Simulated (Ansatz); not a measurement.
Ansatz (a first-principles code) run on a (100) slab of HfSi (cut from a parent of space group no. 62; 8 atoms in the cell): self-consistent single point

Method of the run: LDA (PW92), default PAW files made with PBE (plane waves; Ansatz).

Input as run:

Ansatz 0.2 input:
```yaml
# HfSi
crystal:
  lattice:
    - [3.75692500, 0.00000000, 0.00000000]
    - [0.00000000, 5.20778000, 0.00000000]
    - [0.00000000, 0.00000000, 20.25178900]
  atoms:
    - { symbol: Hf, position: [0.25000000, 0.37439000, 0.55917000] }
    - { symbol: Hf, position: [0.75000000, 0.62561000, 0.44083500] }
    - { symbol: Hf, position: [0.75000000, 0.87439000, 0.60975300] }
    - { symbol: Hf, position: [0.25000000, 0.12561000, 0.39025200] }
    - { symbol: Si, position: [0.25000000, 0.86087000, 0.51456700] }
    - { symbol: Si, position: [0.75000000, 0.13913000, 0.48543300] }
    - { symbol: Si, position: [0.75000000, 0.36087000, 0.65435200] }
    - { symbol: Si, position: [0.25000000, 0.63913000, 0.34564800] }
basis:
  ecutwfc: 420.0 eV
kpoints:
  mp_grid: { grid: [7, 5, 1] }
hamiltonian:
  xc: lda
  pseudopotentials: { kind: paw }
scf:
  occupations: { method: gaussian, width: 0.1 eV }
output:
  forces: true
  eigenvalues: true
  stress: true
```

Output, abridged:

```
WARN the atoms were moved onto the symmetric positions of the space group found under crystal.symmetry.tolerance 1.0e-5 (fractional …
WARN ansatz: RAYON_NUM_THREADS=1 ignored (pool sized by the plan → 1); use --threads N
Pseudopotentials: kind: paw
Pseudopotential: Hf, paw, valence charge 26
Pseudopotential: Si, paw, valence charge 4
Crystal: 8 atoms, lattice volume = 396.231 Å³
Basis set: ecut = 420 eV, 7779 PW (Γ)
Bands: 72, of which v1, the nominal top of the filled ones, is band 60 counted from 1 (59 counted from 0)
Symmetry: 4 space group operations
Space group: P21/m (ITA 11), of the structure as read, at distance tolerance 7.3e-5 Å
k-points: 12 of 35
PAW frozen core: Hf, regenerated for the run's functional, and the local potential with it
PAW frozen core: Si, regenerated for the run's functional, and the local potential with it
Initial density: superposition of atomic densities (neutral atoms: chi_scale 0, normalization atom), corrected by the library's trained network
Initial wavefunctions: pseudopotential atomic-orbital guess
Eigensolver: davidson
Functional: x = slater, c = lda
SCF iter   1: F=—  HF=-64342.113068 eV  |F-HF|=—  |Δ(HF+E_count)|=         —  Δρ=4.14e-3  dr2=9.19e-2  ethr=1.77e-3  ⟨swp⟩=7.4  Hψ=3329  notcnv=0  defer=2
all-band conjugate gradients solve this SCF's bands
preconditioner: auto → LDOS
SCF iter   2: F=—  HF=-64342.090596 eV  |F-HF|=—  |Δ(HF+E_count)|=   2.25e-2  Δρ=1.68e-3  dr2=2.77e-2  ethr=7.66e-5  ⟨swp⟩=2.1  Hψ=1754  notcnv=0  defer=59
SCF iter   3: F=—  HF=-64342.088932 eV  |F-HF|=—  |Δ(HF+E_count)|=   1.66e-3  Δρ=1.02e-3  dr2=6.97e-3  ethr=2.31e-5  ⟨swp⟩=2.0  Hψ=1549  notcnv=0  defer=59
SCF iter   4: F=—  HF=-64342.085156 eV  |F-HF|=—  |Δ(HF+E_count)|=   3.78e-3  Δρ=3.59e-4  dr2=7.79e-4  ethr=5.81e-6  ⟨swp⟩=2.2  Hψ=1482  notcnv=0  defer=59
SCF iter   5: F=—  HF=-64342.084961 eV  |F-HF|=—  |Δ(HF+E_count)|=   1.96e-4  Δρ=1.17e-4  dr2=8.65e-5  ethr=6.49e-7  ⟨swp⟩=2.2  Hψ=1485  notcnv=0  defer=59
SCF iter   6: F=—  HF=-64342.084849 eV  |F-HF|=—  |Δ(HF+E_count)|=   1.12e-4  Δρ=3.44e-5  dr2=7.71e-6  ethr=7.21e-8  ⟨swp⟩=2.2  Hψ=1459  notcnv=0  defer=53
SCF iter   7: F=—  HF=-64342.084851 eV  |F-HF|=—  |Δ(HF+E_count)|=   2.16e-6  Δρ=9.49e-6  dr2=4.92e-7  ethr=6.42e-9  ⟨swp⟩=2.1  Hψ=1432  notcnv=0  defer=53
SCF iter   8: F=-64342.084852 eV  HF=-64342.084852 eV  |F-HF|=2.78e-9  |Δ(HF+E_count)|=   3.67e-7  Δρ=2.56e-6  dr2=4.19e-8  ethr=8.33e-11  ⟨swp⟩=14.3  Hψ=4528  notcnv=0
SCF 1 converged in 8 iterations: F = -64342.084852 eV  dr2 = 4.19e-8
SCF converged after 8 iterations
Free energy (F): -64342.084852 eV
Harris-Foulkes:  -64342.084852 eV  (|F-HF|=2.78e-9)
Internal energy: -64342.052050 eV  (E = F + TS)
E sigma→0 (E₀):  -64342.068451 eV
Entropy (-TS):   -0.032801 eV (-4.100 meV/atom)
Fermi energy:    2.742053 eV
--- Per-component energies (eV) ---
  E_band       = -1676.398719
  E_kinetic    = 1854.271403
  E_local      = -126333.197916  (includes V_loc(G=0)·N_el)
  E_nonlocal   = -4825.144242
  E_hartree    = 61610.811675
  E_xc         = -1405.968796
  E_vxc        = -1250.507847  (∫ρ·V_xc dr)
  E_paw        = -28682.823837  (= ΣΔE_a)
  E_vpaw       = 5656.551105  (= ΣTr[D̂ρ^β])
  E_aug_tail   = 0.000019  (compensation charges beyond the density's cutoff)
  E_ewald      = 33429.833351
  E_core_change = 10.166293  (= ΣΔE_core)
  E_smearing   = -0.032801  (= −TS)
  E_closure    = -0.000000  (closes the sum)
  Σ components = -64342.084852   (vs F -64342.084852, Δ=0.00e0)
--- Forces (eV/Å), atoms counted from 1 ---
  atom   1  Hf     0.00000000     0.26640331     0.17354228
  atom   2  Hf     0.00000000    -0.26640331    -0.17354228
  atom   3  Hf     0.00000000    -0.28842354    -0.64679056
  atom   4  Hf     0.00000000     0.28842354     0.64679056
  atom   5  Si     0.00000000     0.04426112     0.21714122
  atom   6  Si     0.00000000    -0.04426112    -0.21714122
  atom   7  Si     0.00000000     0.24937578    -0.28255457
  atom   8  Si     0.00000000    -0.24937578     0.28255457
  max |Σ_I F_I| component: 0.00e0 eV/Å
--- Stress (GPa, compression-positive) ---
       -2.947371       0.000000       0.000000
        0.000000      -4.706066       0.380590
        0.000000       0.380590      -1.656861
  P = ⅓ Tr σ = -3.1034 GPa (-31.034 kbar)
  The stress holds the Pulay correction. Without it, at fixed plane waves, as pw.x and ABINIT print it: P = -3.1169 GPa
--- Band table (eV; the first three rows and the last of 12) ---
  k-point 0: bands = ["-59.4537", "-59.4536", "-58.7940", "-58.7826", "-28.2596", "-28.2533", "-28.0911", "-28.0891", "-27.9959", "-27.9936", "-27.5523", "-27.5379", "-27.5130", "-27.4793", "-27.4081", "-27.3692", "-9.5508", "-9.5499", "-9.5444", [...]
  k-point 1: bands = ["-59.4536", "-59.4535", "-58.7941", "-58.7827", "-28.2627", "-28.2548", "-28.0891", "-28.0876", "-27.9879", "-27.9817", "-27.5604", "-27.5410", "-27.5227", "-27.4813", "-27.4099", "-27.3680", "-9.5506", "-9.5496", "-9.5444", [...]
  k-point 2: bands = ["-59.4535", "-59.4535", "-58.7941", "-58.7827", "-28.2671", "-28.2574", "-28.0858", "-28.0852", "-27.9710", "-27.9659", "-27.5714", "-27.5562", "-27.5314", "-27.4847", "-27.4128", "-27.3663", "-9.5504", "-9.5494", "-9.5444", [...]
  k-point 11: bands = ["-59.4518", "-59.4518", "-58.7879", "-58.7853", "-28.2499", "-28.2472", "-28.1766", "-28.1760", "-27.9801", "-27.9769", "-27.5628", "-27.5544", "-27.5351", "-27.5314", "-27.4145", "-27.3949", "-9.5510", "-9.5508", "-9.5417", [...]
```

The run converged in 8 iterations.

The starting cell comes from a database of computed structures (which also holds hypothetical and non-ambient phases and stackings), without a prior relaxation at this level. The slab is cut from that crystal, and its faces are unrelaxed. Its lattice was rescaled by up to half a per cent. Spin-orbit coupling is off. Spin polarisation is off, though cut faces can carry moments; the slab shows no gap.
